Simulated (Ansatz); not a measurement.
Effect of x(Ti) = 0.75, 12 atoms, P2/m on ZrS2

Take ZrS$_{2}$ in the CdI2 type structure (space group P-3m1, No. 164; a = 3.635 Å, c = 5.720 Å; layered, stacked along the Cartesian z axis) as the base.

The other end (x = 1) is TiS$_{2}$ in the CdI2 type structure (space group P-3m1, No. 164; layered, stacked along the Cartesian z axis): 18.00 Å³/atom, gap zero.

Perturbation: Ti replaces 75.0 % of the Zr, ordered in a cell of 12 atoms (starting symmetry P2/m) and fully relaxed.

Computed with DFT with PBE-D3(BJ), PAW potentials and a 420 eV plane-wave cutoff in Ansatz (a program for electronic structure), no SOC. Γ-centred 8×14×5 mesh, Fermi–Dirac width 0.05 eV, for the changed cell.

The volume per atom decreases by 2.82 Å³, from 21.81 Å³ to 18.99 Å³ and the density decreases by 0.36 g/cm³ to 3.58 g/cm³. The shortest interatomic distance decreases by 0.1363 Å to 2.420 Å and the band gap changes from 0.66 eV to zero. The mixing energy comes out as +0.02 eV/atom (to 0.01 eV only: unlike meshes or grids) and the deviation of the volume from the linear (Vegard-type) interpolation is +0.2 %. The mean first-shell distances amounts to Zr–S 2.519 Å (end compound 2.557 Å), Ti–S 2.426 Å (end compound 2.409 Å).

Each cell is one ordered arrangement of few atoms, which overstates ordering effects compared with a random alloy. No phonon test of stability was made. All final runs are without spin polarisation. The zero or small gap of ZrTi3S8 and TiS2 can change with the level of theory.
